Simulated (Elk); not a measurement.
Band structure of HfB2 (P6/mmm, 3 atoms in the cell).

```xyz
3
Lattice="3.1797 0.0000 0.0000 -1.5898 2.7537 0.0000 0.0000 0.0000 3.5314" Properties=species:S:1:pos:R:3 pbc="T T T"
Hf     0.0000     0.0000     0.0000
B      0.0000     1.8358     1.7657
B      1.5898     0.9179     1.7657
```

Method: Elk with PBE, all-electron FP-LAPW, Elk's shipped species files, APW+lo basis with extra local orbitals.

Settings: xctype = 20; rgkmax = 8; swidth = 0.00367493 Ha; ngridk = 8 8 6; gmaxvr = 16 1/bohr; nxlo = 2; lorbcnd = true; rmtscf = 0.9; lmaxi = 2; maxscl = 100.

The starting cell comes from a database of computed structures (which also holds hypothetical and non-ambient phases and stackings), without a prior relaxation at this level. Its lattice was rescaled by a random factor within 2.5 % of one. Spin-orbit coupling is off. Values depend on the basis (sphere radii, cutoffs, local orbitals), which need not be converged.

Levels in eV from the Fermi level, bands 13 to 20:
```
point     13     14     15     16    17    18    19    20
-----  -----  -----  -----  -----  ----  ----  ----  ----
Γ      -3.04  -2.92  -2.92  -2.87  3.72  3.72  4.30  4.30
M      -9.05  -4.11  -3.45  -2.87  1.96  2.49  5.14  5.34
K      -8.29  -7.66  -2.61  -2.61  1.55  1.55  3.21  8.87
A      -8.32  -1.25  -1.25   0.21  0.21  0.84  0.84  1.96
L      -7.51  -4.93  -4.69  -2.84  3.73  3.79  5.83  6.67
H      -9.03  -5.55  -3.25  -3.25  4.04  5.03  6.42  6.42
```

Bands cross the Fermi level along this path, so the cell is metallic at this level.
